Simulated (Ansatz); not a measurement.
A relaxation of cell and atoms of NbAu₃ (Pm-3n, 8 atoms in the cell) with Ansatz (a program for electronic structure).

Method: PBE (plane waves, PAW; Ansatz).

```yaml
crystal:
  lattice:
    - [5.14647, 0.00000, 0.00000]
    - [0.00000, 5.14647, 0.00000]
    - [0.00000, 0.00000, 5.14647]
  atoms:
    - { symbol: Au, position: [0.25000, 0.00000, 0.50000] }
    - { symbol: Au, position: [0.75000, 0.00000, 0.50000] }
    - { symbol: Au, position: [0.00000, 0.50000, 0.25000] }
    - { symbol: Au, position: [0.00000, 0.50000, 0.75000] }
    - { symbol: Au, position: [0.50000, 0.25000, 0.00000] }
    - { symbol: Au, position: [0.50000, 0.75000, 0.00000] }
    - { symbol: Nb, position: [0.00000, 0.00000, 0.00000] }
    - { symbol: Nb, position: [0.50000, 0.50000, 0.50000] }
```

Reference input (self-consistent single point, DFT, PBE, plane waves, default PAW files): basis.ecutwfc = 420 eV; kpoints.mp_grid.grid = 7 7 7; hamiltonian.xc = pbe; hamiltonian.pseudopotentials = {kind: paw}, with the files named one by one; scf.occupations.method = cold; scf.occupations.width = 0.272 eV. This run's input differs from it in these lines:

```diff
@@ -31,2 +31,5 @@
     width: 0.272
+relax:
+  cell:
+    p_target: 10.0 GPa
 output:
```

Output, abridged:

```
   [... SCF lines of the steps left out ...]
relax step   1: F+E_penalty+E_count = -87998.73365971 eV  Δ(F+E_penalty+E_count) = +0.000e0 eV  max|allowed force component| = 1.503e-17 eV/Å  Δτ_max = 0.0000 Å  P = +13.791 GPa  Ω = 136.310 Å³  (6 SCF iters, dr2 threshold 1.00e-7 eV, accepted)
relax step   2: F+E_penalty+E_count = -87999.14436321 eV  Δ(F+E_penalty+E_count) = -4.107e-1 eV  max|allowed force component| = 4.828e-17 eV/Å  Δτ_max = 0.0000 Å  P = +1.429 GPa  Ω = 145.512 Å³  energy of the carried Pulay correction = -3.110e-3 eV  [...]
   [... lines left out ...]
relax step   4: F+E_penalty+E_count = -87998.91481765 eV  Δ(F+E_penalty+E_count) = +1.448e-2 eV  max|allowed force component| = 8.544e-17 eV/Å  Δτ_max = 0.0000 Å  P = +9.998 GPa  Ω = 138.768 Å³  energy of the carried Pulay correction = -8.512e-4 eV  [...]
relax step   5: F+E_penalty+E_count = -87998.91569019 eV  Δ(F+E_penalty+E_count) = -8.725e-4 eV  max|allowed force component| = 8.471e-17 eV/Å  Δτ_max = 0.0000 Å  P = +9.994 GPa  Ω = 138.768 Å³  stress off target by 5.84e-3 GPa  SCF on the basis [...]
basis re-selected at this cell: Δ(F+E_penalty+E_count) = -8.725e-4 eV, ΔP = -0.004 GPa vs the last step
the relaxation is at rest under the 48 symmetry operations that the run kept from its start: a minimum is not shown …
Stability not checked (fill_not_monotonic)
Free energy (F): -87998.915690 eV
Internal energy: -87998.755934 eV  (E = F + TS)
   [... lines left out ...]
Fermi energy:    20.866160 eV
  cell:  # Å, volume = 138.7684 Å³
   [... lines left out ...]
    - { symbol: Au, position: [-1.2510671188547523e-35, 0.5, 0.25] }
    - { symbol: Au, position: [-9.392139714089722e-36, 0.5, 0.75] }
    - { symbol: Au, position: [0.5, 0.25, 1.0232681400564697e-36] }
    - { symbol: Au, position: [0.5, 0.75, 1.0232681400564697e-36] }
    - { symbol: Nb, position: [-8.161781593307519e-37, 4.141799614514276e-37, 2.43635271442016e-37] }
    - { symbol: Nb, position: [0.5, 0.5, 0.5] }
```

The run converged. 

Summary of the result:
| Property | Result |
|---|---|
| Free energy E − TS (on the zero of these files) | -87998.9157 eV |
| Fermi level (on the code's own zero) | 20.87 eV |
| Pressure | 9.99 GPa |
| Final cell | a = 5.1772 Å, b = 5.1772 Å, c = 5.1772 Å, α = 90.00°, β = 90.00°, γ = 90.00° |
| Final volume per atom | 17.35 Å³ |
| Relaxation steps | 5 |

The starting cell was generated: these elements placed on a structure prototype, without a prior relaxation; it need not be a known phase or ordering of this composition. Spin polarisation is off. The relaxation keeps the symmetry of its start, so its end need not be a minimum. Ansatz's pressure includes its estimate of the finite-basis (Pulay) stress.

Cost on one core of a shared machine: roughly 50 s.

Keys are those of Ansatz 0.2.
